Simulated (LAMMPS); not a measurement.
One fault surface with several potentials: a slab of Ni (fcc) cut on the (111) plane, one half shifted rigidly along [1-10] and [11-2] of the cubic cell, atoms relaxed along the normal alone.

The levels:
- EAM-type CuNi.eam.alloy: classical force field (static), pair style eam/alloy, file CuNi.eam.alloy (LAMMPS); Onat and Durukanoglu, J Phys Cond Matt, 26, 035404 (2014)
- EAM-type Ni.adp: classical force field (static), pair style adp, file Ni.adp (LAMMPS); Mishin et al, Acta Mater, 53, 4029 (2005)
- EAM-type NiAlH_jea.eam.alloy: classical force field (static), pair style eam/alloy, file NiAlH_jea.eam.alloy (LAMMPS); Moody and Baskes, Modell Sim Mater Sci Eng, 3, 289-307 (1995)
- EAM-type universal-3 set of Foiles, Baskes and Daw: classical force field (static), pair style eam, the elements' _u3.eam files (universal-3 set of Foiles, Baskes and Daw) (LAMMPS); Foiles et al, Phys Rev B, 33, 7983 (1986)
- MEAM MoCoNiVFeAlCr_2nn.meam: classical force field (static), pair style meam, file MoCoNiVFeAlCr_2nn.meam (LAMMPS); Wang, J., Kwon, H., Kim, H.S. et al. A neural network model for high entropy alloy design. npj Comput Mater 9, 60 (2023).
- SNAP Ni_Zuo_JPCA2020.quadratic.snap: machine-learned potential (static), pair style snap, file Ni_Zuo_JPCA2020.quadratic.snap (LAMMPS); Y. Zuo, C. Chen, X, Li, Z. Deng, Y. Chen, J. Behler, G. Csányi, A. V. Shapeev, A. P. Thompson, M. A. Wood, S. P. Ong, "Performance and Cost Assessment of Machine Learning Interatomic Potentials" J. Phys. Chem. A 124, 4, 731-745 (2020)
- SNAP Ni_Zuo_JPCA2020.snap: machine-learned potential (static), pair style snap, file Ni_Zuo_JPCA2020.snap (LAMMPS); Y. Zuo, C. Chen, X, Li, Z. Deng, Y. Chen, J. Behler, G. Csányi, A. V. Shapeev, A. P. Thompson, M. A. Wood, S. P. Ong, "Performance and Cost Assessment of Machine Learning Interatomic Potentials" J. Phys. Chem. A 124, 4, 731-745 (2020)

```json
[
 {"potential": "EAM-type CuNi.eam.alloy", "largest along the first shift": "678 mJ/m²", "intrinsic fault": "130 mJ/m²", "unstable fault": "271 mJ/m²", "largest on the surface": "984 mJ/m²"},
 {"potential": "EAM-type Ni.adp", "largest along the first shift": "987 mJ/m²", "intrinsic fault": "136 mJ/m²", "unstable fault": "297 mJ/m²", "largest on the surface": "1670 mJ/m²"},
 {"potential": "EAM-type NiAlH_jea.eam.alloy", "largest along the first shift": "642 mJ/m²", "intrinsic fault": "89 mJ/m²", "unstable fault": "210 mJ/m²", "largest on the surface": "1000 mJ/m²"},
 {"potential": "EAM-type universal-3 set of Foiles, Baskes and Daw", "largest along the first shift": "706 mJ/m²", "intrinsic fault": "14 mJ/m²", "unstable fault": "226 mJ/m²", "largest on the surface": "1130 mJ/m²"},
 {"potential": "MEAM MoCoNiVFeAlCr_2nn.meam", "largest along the first shift": "911 mJ/m²", "intrinsic fault": "125 mJ/m²", "unstable fault": "473 mJ/m²", "largest on the surface": "1260 mJ/m²"},
 {"potential": "SNAP Ni_Zuo_JPCA2020.quadratic.snap", "largest along the first shift": "790 mJ/m²", "intrinsic fault": "52 mJ/m²", "unstable fault": "276 mJ/m²", "largest on the surface": "1250 mJ/m²"},
 {"potential": "SNAP Ni_Zuo_JPCA2020.snap", "largest along the first shift": "733 mJ/m²", "intrinsic fault": "49 mJ/m²", "unstable fault": "293 mJ/m²", "largest on the surface": "1220 mJ/m²"}
]
```

Measured intrinsic stacking-fault energy: 125 mJ/m2 (Ruihuan Li, Song Lu, Dongyoo Kim et al., Journal of Physics Condensed Matter (2016), arXiv:1511.08634).
